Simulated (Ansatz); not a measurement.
Output of an Ansatz run (abridged):

```
WARN the atoms were moved onto the symmetric positions of the space group found under crystal.symmetry.tolerance 1.0e-5 (fractional …
WARN ansatz: RAYON_NUM_THREADS=1 ignored (pool sized by the plan → 1); use --threads N
Pseudopotentials: kind: paw
Pseudopotential: Y, paw, valence charge 11
Pseudopotential: Si, paw, valence charge 4
Pseudopotential: Rh, paw, valence charge 17
Crystal: 6 atoms, lattice volume = 92.609 Å³
Basis set: ecut = 420 eV, 1759 PW (Γ), exchange–correlation on 80×80×50 points (8 copies of the dense FFT grid, shifted against one another)
Bands: 42, of which v1, the nominal top of the filled ones, is band 35 counted from 1 (34 counted from 0)
Symmetry: 12 space group operations
Space group: P6mm (ITA 183), of the structure as read, at distance tolerance 4.5e-5 Å
k-points: 40 of 441 (time reversal used)
PAW frozen core: Y, regenerated for the run's functional, and the local potential with it
PAW frozen core: Si, regenerated for the run's functional, and the local potential with it
PAW frozen core: Rh, regenerated for the run's functional, and the local potential with it
Initial density: superposition of atomic densities (neutral atoms: chi_scale 0, normalization atom), corrected by the library's trained network
Initial wavefunctions: pseudopotential atomic-orbital guess
Eigensolver: davidson
Functional: x = pbesol(κ = 0.804, μ = 0.12345679012345678), c = pbesol(β = 0.046)
SCF iter   1: F=—  HF=-24060.723172 eV  |F-HF|=—  |Δ(HF+E_count)|=         —  Δρ=8.29e-3  dr2=8.76e-2  ethr=1.77e-3  ⟨swp⟩=5.7  Hψ=6333  notcnv=0  defer=1
all-band conjugate gradients solve this SCF's bands
preconditioner: auto → Kerker (q_TF=auto, 2.604 Å⁻¹)
SCF iter   2: F=—  HF=-24060.712424 eV  |F-HF|=—  |Δ(HF+E_count)|=   1.07e-2  Δρ=3.44e-3  dr2=1.84e-2  ethr=1.25e-4  ⟨swp⟩=1.0  Hψ=2001  notcnv=0
SCF iter   3: F=—  HF=-24060.709639 eV  |F-HF|=—  |Δ(HF+E_count)|=   2.78e-3  Δρ=7.66e-4  dr2=1.27e-3  ethr=2.63e-5  ⟨swp⟩=2.2  Hψ=2051  notcnv=0
SCF iter   4: F=—  HF=-24060.709361 eV  |F-HF|=—  |Δ(HF+E_count)|=   2.79e-4  Δρ=1.70e-4  dr2=6.70e-5  ethr=1.82e-6  ⟨swp⟩=2.1  Hψ=2393  notcnv=0
SCF iter   5: F=—  HF=-24060.709354 eV  |F-HF|=—  |Δ(HF+E_count)|=   6.26e-6  Δρ=4.85e-5  dr2=2.30e-6  ethr=9.57e-8  ⟨swp⟩=2.3  Hψ=2225  notcnv=0
SCF iter   6: F=-24060.709354 eV  HF=-24060.709354 eV  |F-HF|=2.34e-8  |Δ(HF+E_count)|=   2.74e-7  Δρ=9.85e-6  dr2=9.64e-8  ethr=1.43e-10  ⟨swp⟩=4.3  Hψ=7673  notcnv=0
SCF 1 converged in 6 iterations: F = -24060.709354 eV  dr2 = 9.64e-8
SCF converged after 6 iterations
Free energy (F): -24060.709354 eV
Harris-Foulkes:  -24060.709354 eV  (|F-HF|=2.34e-8)
Internal energy: -24060.635380 eV  (E = F + TS)
E sigma→0 (E₀):  -24060.672367 eV
Entropy (-TS):   -0.073974 eV (-12.329 meV/atom)
Fermi energy:    16.656695 eV
--- Per-component energies (eV) ---
  E_band       = -513.014464
  E_kinetic    = 2124.419667
  E_local      = -7194.147614  (includes V_loc(G=0)·N_el)
  E_nonlocal   = 1170.898905
  E_hartree    = 2700.205926
  E_xc         = -951.771774
  E_vxc        = -1137.407751  (∫ρ·V_xc dr)
  E_paw        = -14344.320155  (= ΣΔE_a)
  E_vpaw       = -877.184497  (= ΣTr[D̂ρ^β])
  E_aug_tail   = 0.002566  (compensation charges beyond the density's cutoff)
  E_ewald      = -7566.963394
  E_core_change = 1.040493  (= ΣΔE_core)
  E_smearing   = -0.073974  (= −TS)
  E_closure    = 0.000000  (closes the sum)
  Σ components = -24060.709354   (vs F -24060.709354, Δ=0.00e0)
--- Forces (eV/Å), atoms counted from 1 ---
  atom   1  Y      0.00000000    -0.00000000    -0.06214183
  atom   2  Si     0.00000000    -0.00000000    -0.01860300
  atom   3  Si     0.00000000     0.00000000    -0.01860300
  atom   4  Rh     0.00000000     0.00000000     0.03310772
  atom   5  Rh     0.00000000    -0.00000000     0.03310772
  atom   6  Rh    -0.00000000    -0.00000000     0.03310772
  max |Σ_I F_I| component: 2.47e-5 eV/Å
--- Stress (GPa, compression-positive) ---
        1.643236       0.000000       0.000000
        0.000000       1.643236       0.000000
        0.000000      -0.000000       5.620962
  P = ⅓ Tr σ = 2.9691 GPa (29.691 kbar)
  The stress holds the Pulay correction. Without it, at fixed plane waves, as pw.x and ABINIT print it: P = 2.9058 GPa
--- Band table (eV; the first three rows and the last of 40) ---
  k-point 0: bands = ["-61.9612", "-61.9115", "-61.9115", "-30.3529", "-29.9835", "-29.9835", "-29.9789", "-29.9203", "-29.9203", "-29.6687", "-29.6687", "-29.5537", "-25.9376", "-5.9767", "-5.9767", "-5.8156", "5.2504", "9.8783", "10.2805", [...]
  k-point 1: bands = ["-61.9611", "-61.9114", "-61.9114", "-30.3524", "-29.9834", "-29.9834", "-29.9816", "-29.9224", "-29.9224", "-29.6685", "-29.6685", "-29.5535", "-25.9350", "-5.9738", "-5.9738", "-5.8519", "5.4149", "9.1151", "10.4577", [...]
  k-point 2: bands = ["-61.9608", "-61.9113", "-61.9113", "-30.3511", "-29.9887", "-29.9831", "-29.9831", "-29.9276", "-29.9276", "-29.6681", "-29.6681", "-29.5532", "-25.9284", "-5.9664", "-5.9664", "-5.9428", "5.8927", "8.3672", "10.4040", [...]
  k-point 39: bands = ["-61.9403", "-61.9311", "-61.9110", "-30.1859", "-30.1111", "-29.9754", "-29.9636", "-29.9376", "-29.9332", "-29.7195", "-29.6443", "-29.6152", "-25.9166", "-6.1008", "-5.9540", "-5.9530", "7.7152", "7.7867", "10.3583", [...]
```

The structure:

```xyz
6
Lattice="5.4555 0.0000 0.0000 -2.7278 4.7246 0.0000 0.0000 0.0000 3.5929" Properties=species:S:1:pos:R:3 pbc="T T T"
Y      0.0000     0.0000     0.0500
Si     2.7278     1.5749     0.0000
Si     0.0000     3.1497     0.0000
Rh    -1.3639     2.3623     1.7965
Rh     2.7278     0.0000     1.7965
Rh     1.3639     2.3623     1.7965
```

Q: Reconstruct the input of this run.

A: Other spellings and defaults could give the same log, and not every line can be read from it. The input that was run (DFT, PBEsol, plane waves, default PAW files made with PBE):

Ansatz 0.2 input:
```yaml
crystal:
  lattice:
    - [5.455524, 0.000000, 0.000000]
    - [-2.727762, 4.724622, 0.000000]
    - [0.000000, 0.000000, 3.592929]
  atoms:
    - { symbol: Y, position: [0.000000, 0.000000, 0.013916] }
    - { symbol: Si, position: [0.666667, 0.333333, 0.000000] }
    - { symbol: Si, position: [0.333333, 0.666667, 0.000000] }
    - { symbol: Rh, position: [0.000000, 0.500000, 0.500000] }
    - { symbol: Rh, position: [0.500000, 0.000000, 0.500000] }
    - { symbol: Rh, position: [0.500000, 0.500000, 0.500000] }
basis:
  ecutwfc: 420.0 eV
kpoints:
  mp_grid:
    grid: [7, 7, 9]
hamiltonian:
  xc: pbesol
  pseudopotentials:
    kind: paw
scf:
  occupations:
    method: fermi_dirac
    width: 0.1 eV
output:
  forces: true
  eigenvalues: true
  stress: true
```

The starting cell comes from a database of computed structures (which also holds hypothetical and non-ambient phases and stackings), without a prior relaxation at this level. Its lattice was rescaled by up to half a per cent. One atom was moved a little off its site on purpose. Spin polarisation is off. Ansatz's pressure includes its estimate of the finite-basis (Pulay) stress.

Ansatz is a quantum-chemistry and plane-wave program.
